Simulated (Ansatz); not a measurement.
Base system: Ir in the fcc (Cu type) structure (space group Fm-3m, No. 225; a = 3.871 Å).

(Cell as relaxed with PBE.)

Levels (all Ansatz, an electronic-structure program, PAW, earlier PAW set): PBE (420 eV, no spin-orbit coupling); PBEsol (420 eV, scalar-relativistic without spin-orbit coupling).

Each level relaxes its own structure.

```
quantity                  PBE  PBEsol
-------------------  --------  ------
volume per atom      14.50 Å³     [?]
lattice parameter a   3.871 Å     [?]
band gap                 zero     [?]
```

Question: What does PBEsol give?

Answer: 
- volume per atom, PBEsol: 14.05 Å³
- lattice parameter a, PBEsol: 3.830 Å
- band gap, PBEsol: zero

PBE's volume per atom lies 0.45 Å³ above PBEsol's (3.2 %); PBE's lattice parameter a lies 0.0403 Å above PBEsol's (1.1 %); the two agree on the band gap. Neither level is exact; PBEsol is the comparison here, not a measurement.

No phonon test of stability was made. The final runs are not spin-polarised.
